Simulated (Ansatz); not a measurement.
InPd: biaxial strain +3.00 %, plane normal [001], relaxed out of plane

Base system: InPd in the CsCl type structure (space group Pm-3m, No. 221; a = 3.248 Å; relaxed with 0.1 eV smearing). Axes: x, y, z lie along the cube axes.

Perturbation: tensile biaxial strain of 3.00 % in the plane normal to [001], as in epitaxy on a mismatched substrate; the out-of-plane cell vector and the atoms relax.

All numbers come from plane-wave PAW DFT at the PBEsol level (Ansatz, a program for electronic structure, 420 eV), spin-orbit coupling left out. Γ-centred 18×18×18 mesh, Fermi–Dirac width 0.1 eV.

| quantity | base | changed | shift |
|---|---|---|---|
| volume per atom | 17.13 Å³ | 17.39 Å³ | +0.26 Å³ |
| shortest interatomic distance | 2.813 Å | 2.830 Å | +0.017 Å |
| energy relative to the base (free energy F) | 0 meV/atom | +8.3 meV/atom | +8.3 meV/atom |
| pressure (mean of the normal stresses, compression positive) | 0.0 GPa | -1.8 GPa | -1.8 GPa |
| band gap | zero | zero | – |
| out-of-plane strain | – | -4.33 % | – |
| ratio −ε⊥/ε∥ | – | 1.44 | – |
| mean in-plane stress (compression positive) | – | -2.7 GPa | – |

Stability against distortions was not tested. The final runs are not spin-polarised.
